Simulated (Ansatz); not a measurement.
System: rock-salt BeS (model structure). Method: r²SCAN+rVV10 (plane waves, PAW; Ansatz, a quantum-chemistry and plane-wave program).

Settings: plane-wave cutoff 500 eV, 16×16×16 k mesh, Fermi–Dirac smearing 0.05 eV, scalar-relativistic PAW data made under PBE.

Cell (relaxed at this level):

```cif
data_Be4S4
_chemical_formula_sum 'Be4 S4'
_space_group_name_H-M_alt 'Fm-3m'
_space_group_IT_number 225
_space_group_name_Hall '-F 4 2 3'
_cell_length_a 4.62490
_cell_length_b 4.62490
_cell_length_c 4.62490
_cell_angle_alpha 90.000
_cell_angle_beta 90.000
_cell_angle_gamma 90.000
loop_
_atom_site_label
_atom_site_type_symbol
_atom_site_symmetry_multiplicity
_atom_site_Wyckoff_symbol
_atom_site_fract_x
_atom_site_fract_y
_atom_site_fract_z
_atom_site_occupancy
Be1 Be 4 a 0.00000 0.00000 0.00000 1
S1 S 4 b 0.50000 0.50000 0.50000 1
```
(The calculation used a cell of 2 atoms; values per cell refer to that cell.)

Question: What does this level give for the band gap?

Answer: 
band gap: 1.34 eV (on the SCF k mesh)

Note: the relaxation could raise the start's symmetry but not lower it, so the cell can be a saddle point.

Static lattice: no zero-point or thermal effects.

Computing time: roughly 21 core-seconds.

A model structure was made by putting elements into a prototype or built by hand; it is no filed structure, need not be a known phase, and can be a saddle point held by its symmetry.
